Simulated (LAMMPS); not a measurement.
MD of Cu3Au (L1_2) at zero pressure, 4000 atoms, as a crystal; each row is its own run.

Model: classical MD, pair style eam, the elements' _u3.eam files (universal-3 set of Foiles, Baskes and Daw); code LAMMPS.

```
T (K)  volume (Å³/atom)
-----  ----------------
200              13.333
540              13.550
720              13.679
900              13.819
1080             13.974
1260             14.153
```

Problem. Fit a straight line, y = a + b x, to these rows (x is the first column, y the second) and predict the run at x = 300.

Solution. Least squares gives a = 13.149 and b = 0.0007688. At x = 300 the fit predicts 13.380 Å³/atom. The run itself gave 13.3937 ± 0.0002 Å³/atom, so the fit is 0.1 % low.

Caution (rows 540; 720; 900; 1080; 1260): in nature this polymorph isn't the stable one over the whole range of temperature at this pressure, and short runs keep a crystal in its starting form.

Caution (rows 540; 720; 900; 1080; 1260): a run this short can hold a crystal over, or a liquid under, the potential's own melting point, which these runs don't give.
